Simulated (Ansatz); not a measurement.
# WC: biaxial strain −0.50 %, plane normal [001], relaxed out of plane

The parent structure is WC (space group P-6m2, No. 187; a = 2.922 Å, c = 2.846 Å; relaxed with 0.1 eV smearing). Axes: x lies along a and z along c of the hexagonal cell.

The change: biaxial strain −0.50 %, plane normal [001], relaxed out of plane (Cartesian); in-plane vectors clamped, the third vector and the atoms free.

Computed with PBE, PAW, 420 eV (Ansatz, a first-principles code; no spin-orbit coupling). Settings: 23×23×20 k-points, 0.1 eV Fermi–Dirac smearing.

```json
[
 {"quantity": "volume per atom", "base": "10.53 Å³", "changed": "10.44 Å³", "shift": "-0.09 Å³"},
 {"quantity": "space group", "base": "P-6m2 (No. 187)", "changed": "P-6m2 (No. 187)", "shift": "–"},
 {"quantity": "shortest interatomic distance", "base": "4.171 bohr", "changed": "4.162 bohr", "shift": "-0.009 bohr"},
 {"quantity": "pressure (mean of the normal stresses, compression positive)", "base": "0.0 GPa", "changed": "2.9 GPa", "shift": "+2.9 GPa"},
 {"quantity": "band gap", "base": "zero", "changed": "zero", "shift": "–"},
 {"quantity": "out-of-plane strain", "base": "–", "changed": "+0.18 %", "shift": "–"},
 {"quantity": "mean in-plane stress (compression positive)", "base": "–", "changed": "+4.4 GPa", "shift": "–"}
]
```

Stability against distortions was not tested. All final runs are without spin polarisation.
